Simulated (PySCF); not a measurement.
PySCF 2.14.0, TPSSH/def2-svp, df: Ta(NMe)(F)2(Cl) (C[N]=[Ta]([F])([F])[Cl]), 9 atoms. The geometry is a generated start, not checked to be a minimum at this level.

```
Item                                                 Value
-------------------------  -------------------------------
task                                                energy
method                                               tpssh
basis                                             def2-svp
two-electron scheme                        density fitting
mol.max_memory                                     3000 MB
mf.max_cycle                                           100
mf.init_guess                              minao (default)
mf.DIIS                                    CDIIS (default)
mf.conv_tol                                1e-09 (default)
mf.grids.level                                 3 (default)
effective core potentials  those of the basis set, past Kr
basis functions                                        121
grid points                                         128856
```

```xyz
9

Ta    -0.0362     0.9423     1.1661
N      0.0417    -0.1370    -0.2535
C      0.0951    -0.9913    -1.3738
H      1.1339    -1.2611    -1.5892
H     -0.4748    -1.9085    -1.1900
H     -0.3269    -0.4891    -2.2510
F      1.7045     1.3235     1.8162
F     -1.0425     2.5052     0.7787
Cl    -1.0947     0.0159     2.8966
```

Charge 0 and multiplicity 1 are set for this test and not shown to be the ground state.

One run each on 2 threads, 1 BLAS thread. Values of diis_space tried: 3, 5, 8 (default), 12, 20.

Question: Which value of diis_space needs the fewest Fock builds, and what happens away from it?

Answer: Fewest Fock builds, within one of each other: 8 (default) with 14, 12 with 14, 20 with 14. The count rises to 33 at 3. All converge to one solution.

```json
[
 {"diis_space": "3", "Fock builds": "33", "end": "same solution"},
 {"diis_space": "5", "Fock builds": "16", "end": "same solution"},
 {"diis_space": "8 (default)", "Fock builds": "14", "end": "same solution"},
 {"diis_space": "12", "Fock builds": "14", "end": "same solution"},
 {"diis_space": "20", "Fock builds": "14", "end": "same solution"}
]
```
